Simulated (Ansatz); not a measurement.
The starting structures come from a database of crystals and need not be the phases stable at ambient conditions.

 Where the default PAW files enter, the runs use the earlier of Ansatz's two default sets.

Evanescent states of Ba2CaMoO6 (Fm-3m, not sure to be the ambient phase, 10 atoms a cell, 15.4 Å³ an atom, -6 GPa at this level) along the normal of (001)

Level of theory: r2SCAN (plane waves, PAW; Ansatz, a program for electronic structure).

No gap correction and no spin-orbit coupling; mid-gap values are interpolated between computed energies.

Energies count from the valence-band top; κ is the least over a 6×6 mesh across the current.

| E (eV) | κ (1/Å) | where |
|---|---|---|
| 0.06 | 0.140 | Γ |
| 0.18 | 0.217 | Γ |
| 0.30 | 0.236 | Γ |
| 0.42 | 0.252 | Γ |
| 0.54 | 0.266 | Γ |
| 0.66 | 0.278 | Γ |
| 0.78 | 0.289 | Γ |
| 0.90 | 0.298 | Γ |
| 1.02 | 0.307 | Γ |
| 1.14 | 0.315 | Γ |
| 1.26 | 0.322 | Γ |
| 1.38 | 0.328 | Γ |
| 1.50 | 0.321 | off Γ |
| 1.62 | 0.306 | off Γ |
| 1.74 | 0.287 | off Γ |
| 1.86 | 0.263 | off Γ |
| 1.98 | 0.234 | off Γ |
| 2.10 | 0.195 | off Γ |
| 2.22 | 0.139 | off Γ |

Task: How thick must the barrier be to attenuate the transmission by 10^8 when the electrodes' Fermi level lies at 0.90 eV, and what attenuation does that film give at 1.38 eV?

Result: d = 8 ln 10 / (2 × 0.298) = 30.9 Å. At 1.38 eV it gives 8 × 0.328/0.298 = 8.8 decades.
